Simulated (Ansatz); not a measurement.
Band structure of Cu5Ge2 (R-3m, 7 atoms in the cell).

```xyz
7
Lattice="2.0638 1.1915 6.6784 -2.0638 1.1915 6.6784 0.0000 -2.3830 6.6784" Properties=species:S:1:pos:R:3 pbc="T T T"
Cu     0.0000     0.0000    12.4816
Cu     0.0000     0.0000     7.5536
Cu     0.0000     0.0000     2.5348
Cu     0.0000     0.0000    17.5003
Cu     0.0000     0.0000     0.0000
Ge     0.0000     0.0000     4.9767
Ge     0.0000     0.0000    15.0584
```

Method of the run: r2SCAN, default PAW files made with PBE (plane waves; Ansatz, a quantum-chemistry and plane-wave program).

Settings: basis.ecutwfc = 500 eV; kpoints.mp_grid.grid = 6 6 6; hamiltonian.xc = r2scan; hamiltonian.pseudopotentials = {kind: paw} (the program's default PAW files); scf.occupations.method = cold; scf.occupations.width = 0.136 eV; kpoints.band_path.path = [[0.0, 0.0, 0.0], [0.5, 0.0, 0.0], [0.5, 0.18788764, -0.18788764]]; kpoints.band_path.npoints = 16.

The starting cell comes from a database of computed structures (which also holds hypothetical and non-ambient phases and stackings), without a prior relaxation at this level. Spin polarisation is off.

Levels in eV from the Fermi level, bands 60 to 67:
```tsv
point	60	61	62	63	64	65	66	67
Γ	1.33	1.93	2.03	2.54	2.54	2.60	3.68	3.68
L	-1.57	-1.06	-1.05	-0.24	2.06	2.46	5.32	5.68
B1	-1.88	-1.62	-0.90	-0.53	2.48	2.83	5.82	6.56
```

Bands cross the Fermi level along this path, so the cell is metallic at this level.

Keys are those of Ansatz 0.2.
